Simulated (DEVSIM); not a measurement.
Device: Si p-n junction from an implanted or diffused profile, at 250 K.

```tsv
layer (left to right)	material	thickness (μm)	Nd (cm⁻³)	τn (s)	τp (s)
1	Si	30.0	1.8e14	0.00013	0.00013
```

Added acceptor profile: 1.2e16 cm⁻³ × exp(−(x − 0 μm)²/(2·(0.021 μm)²)). Left contact: ohmic. Right contact: ohmic. Voltage is applied to the left contact. Recombination: SRH at mid-gap. Mobility is μmin + (μ − μmin)/(1 + (N/Nref)^α).

Constants are typed, rounded textbook-type inputs, not results; the design itself was drawn at random and stands for no fabricated device. Values at 300 K; Nc and Nv go as T^1.5, mobilities as T to minus their exponent, the gap by Varshni's rule with the affinity fixed.

```
parameter               Si
----------------  --------
gap (eV)             1.124
affinity (eV)         4.05
permittivity          11.7
Nc (cm⁻³)          2.86e19
Nv (cm⁻³)           3.1e19
μn (cm²/Vs)           1417
μp (cm²/Vs)            470
μn,min                  52
μp,min                  45
Nref,n              9.7e16
Nref,p              2.2e17
αn                    0.68
αp                    0.72
T exponent of μn       2.3
T exponent of μp       2.2
Varshni α (eV/K)  0.000473
Varshni β (K)          636
```

Model (solved in DEVSIM): 1D drift-diffusion, Boltzmann statistics, complete ionisation; no tunnelling, impact ionisation, image-force lowering or self-heating.

**Question.** Give the dark forward current.

**Answer.** 
```json
[
 {"V (V)": "0.05", "J (A/cm²)": "1.3e-11"},
 {"V (V)": "0.15", "J (A/cm²)": "1.2e-9"},
 {"V (V)": "0.30", "J (A/cm²)": "1.2e-6"},
 {"V (V)": "0.40", "J (A/cm²)": "0.00011"},
 {"V (V)": "0.55", "J (A/cm²)": "0.088"},
 {"V (V)": "0.65", "J (A/cm²)": "1.2"},
 {"V (V)": "0.75", "J (A/cm²)": "4.0"},
 {"V (V)": "0.90", "J (A/cm²)": "12"},
 {"V (V)": "1.00", "J (A/cm²)": "19"},
 {"V (V)": "1.10", "J (A/cm²)": "28"},
 {"V (V)": "1.25", "J (A/cm²)": "46"},
 {"V (V)": "1.35", "J (A/cm²)": "59"},
 {"V (V)": "1.50", "J (A/cm²)": "82"},
 {"V (V)": "1.60", "J (A/cm²)": "99"}
]
```
